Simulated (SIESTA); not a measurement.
SIESTA run on TiO₂ (I4_1/amd, 6 atoms in the cell): self-consistent single point.

Method of the run: GGA PBE+U, numerical atomic orbitals TZP, PseudoDojo PBE standard norm-conserving potentials (rewritten from UPF to PSML) (SIESTA).

```
CELL_PARAMETERS angstrom
     -1.90943     1.90943     4.85366
      1.90943    -1.90943     4.85366
      1.90943     1.90943    -4.85366
ATOMIC_POSITIONS crystal
  Ti 0.00000 0.00000 0.00000
  Ti 0.75000 0.25000 0.50000
  O  0.95715 0.45715 0.50000
  O  0.20715 0.20715 0.00000
  O  0.79285 0.79285 0.00000
  O  0.54285 0.04285 0.50000
```

Reference input (self-consistent single point, DFT, GGA PBE, numerical atomic orbitals TZP, PseudoDojo PBE standard norm-conserving potentials (rewritten from UPF to PSML)): XC.functional = GGA; XC.authors = PBE; potentials = PseudoDojo PBE standard; PAO.BasisSize = TZP; PAO.EnergyShift = 0.01 Ry; MeshCutoff = 350 Ry; kgrid.MonkhorstPack = 8 8 8; OccupationFunction = FD; ElectronicTemperature = 580.23 K; MaxSCFIterations = 150; SCF.Mixer.Method = Pulay; SCF.Mixer.Weight = 0.25. This run's input differs from it in these lines:

```diff
@@ -38,2 +38,11 @@
 ElectronicTemperature        580.23 K
+DFTU.ProjectorGenerationMethod 2
+DFTU.CutoffNorm              0.9
+DFTU.FirstIteration          true
+%block DFTU.proj
+  Ti 1
+  n=3 2
+  6.00 0.00
+  0.00 0.00
+%endblock DFTU.proj
```

The program printed (abridged):

```
        iscf     Eharris(eV)        E_KS(eV)     FreeEng(eV)     dDmax    Ef(eV) dHmax(eV)
   scf:    1    -4954.642793    -5004.755245    -5004.755245  1.600473 -5.857938 16.187929
   scf:    2    -5038.100133    -5026.280758    -5026.280758  0.223781 -5.641331  6.239555
   scf:    3    -5028.084129    -5029.011688    -5029.011688  0.105310 -5.379353  1.556378
   scf:    4    -5027.390208    -5028.381208    -5028.381208  0.061485 -5.295565  2.374302
   scf:    5    -5027.692945    -5029.048839    -5029.048839  0.076430 -5.659559  2.265231
   scf:    6    -5027.836845    -5028.598080    -5028.598080  0.060829 -5.626477  1.613628
   [... lines left out ...]
hubbard_term: recalculating local occupations   14
hubbard_term: maximum change in local occup.    0.000595
   scf:   22    -5027.592808    -5027.592805    -5027.592805  0.000229 -5.575891  0.003679
hubbard_term: recalculating local occupations   15
hubbard_term: maximum change in local occup.    0.000594
   scf:   23    -5027.593633    -5027.593632    -5027.593632  0.000176 -5.578645  0.001036
hubbard_term: recalculating local occupations   16
hubbard_term: maximum change in local occup.    0.000579
   scf:   24    -5027.593492    -5027.593492    -5027.593492  0.000040 -5.579147  0.000556
SCF Convergence by DM+H criterion
max |DM_out - DM_in|         :     0.0000402251
max |H_out - H_in|      (eV) :     0.0005555058
DFT+U population converged by dTol_pop criteria:
max |pop(DFT+U)_i - pop(DFT+U)_j|:     0.0005791357
SCF cycle converged after 24 iterations

Using DM_out to compute the final energy and forces
hubbard_term: recalculating local occupations   17
hubbard_term: maximum change in local occup.    0.000579
hubbard_term: recalculating Hamiltonian and forces

siesta: E_KS(eV) =            -5027.5922

siesta: E_KS - E_eggbox =     -5027.5922

siesta: Atomic forces (eV/Ang):
     1    0.001964   -0.001964    0.000000
     2    0.002394   -0.002394   -0.000000
     3    0.003687   -0.000129    0.013597
     4    0.000071   -0.006587    0.016996
     5    0.006587   -0.000071   -0.016996
   [... lines left out ...]
siesta: FreeEng =     -5027.592237
siesta: Cell volume =         70.784014 Ang**3
siesta:          57.86898644         58.16811309  kBar
   [... lines left out ...]
             -0.408   0.741   0.651   0.554   0.004   0.008   0.008   0.003

              0.005

mulliken: Qtot =       48.000

Mulliken Atomic Populations:
Atom #   charge [q] valence [e]  Species
     1     1.005731   10.994269  Ti
     2     1.006020   10.993980  Ti
     3    -0.502918    6.502918  O
     4    -0.502957    6.502957  O
     5    -0.502957    6.502957  O
     6    -0.502918    6.502918  O
 Total    -0.000000
```

The run converged in 24 iterations. Against the reference run the pressure goes from -4.91 to 5.79 GPa, the largest force goes from 0.124 to 0.018 eV/Å and the gap on the mesh goes from 1.901 to 2.804 eV.

The starting cell comes from a database of computed structures (which also holds hypothetical and non-ambient phases and stackings), without a prior relaxation at this level. Its lattice was rescaled by a random factor within 2.5 % of one. Spin polarisation is off. The U value is a test value, and with U on an open shell several self-consistent states can exist. Values carry the incompleteness of an atom-centred basis. With a pressure of about 6 GPa the cell is away from its equilibrium volume at this level.

Cost on one core of a shared machine: roughly 5 min.
